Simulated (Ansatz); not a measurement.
The starting structures come from a database of crystals and need not be the phases stable at ambient conditions.

The decay constant κ of evanescent states in the gap governs leakage through a thin film.

Data:

```yaml
crystal:
  lattice:
    - [3.73008, 0.00000, 0.00000]
    - [0.00000, 5.27512, 0.00000]
    - [0.00000, 2.63756, 2.69139]
  atoms:
    - { symbol: W, position: [0.00000, 0.00000, 0.00000] }
    - { symbol: O, position: [0.50000, 0.00000, 0.00000] }
    - { symbol: O, position: [0.00000, 0.50000, 0.50000] }
    - { symbol: O, position: [0.00000, 0.00000, 0.50000] }
```

The cell is strained (lengths across the current scaled by 0.98, ions clamped); by PBEsol it stands under a pressure of 9.4 GPa.

Transport runs along the normal of the first two printed cell vectors.

The gap is the functional's own, uncorrected, and κ follows it; spin-orbit coupling is left out. Mid-gap means the computed energy nearest the middle.

**Question.** Compute, with PBEsol run with Ansatz (a first-principles code), the band gap and the smallest decay constant κ at mid-gap.

**Answer.** Gap 0.59 eV on a 8×12×12 mesh; κ = 0.105 1/Å, at the zone centre.
